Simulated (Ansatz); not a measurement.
Given:

```xyz
2
Lattice="4.6746 0.0000 0.0000 2.3373 4.0484 0.0000 2.3373 -1.3495 3.6661" Properties=species:S:1:pos:R:3 pbc="T T T"
In     0.0000     0.0000    -0.0251
Sb     4.6746     0.0000     2.7746
```

No spin polarisation.

Level of theory: Kohn–Sham DFT with the LDA functional, run in Ansatz (a program for electronic structure) with PAW and 420 eV plane waves, no SOC. Settings: 13×13×13 k-points, 0.05 eV Fermi–Dirac smearing.

Q: What band gap does the calculation give?

A: Zero.

Q: Predict the pressure (mean of the normal stresses, compression positive).

A: -1.4 GPa.

Q: What space group does the calculation give?

A: R3m (No. 160).

With Sb present, leaving out spin-orbit coupling can change the band edges. The cells carry an imposed strain or load. Whether these cells are dynamically stable was not tested. All final runs are without spin polarisation. The cell was made from InSb in the zinc blende structure (space group F-43m, No. 216) by this change: biaxial strain +2.50 %, plane normal [111], relaxed out of plane. A zero or small gap of InSb can be the functional's error rather than a property of the material.
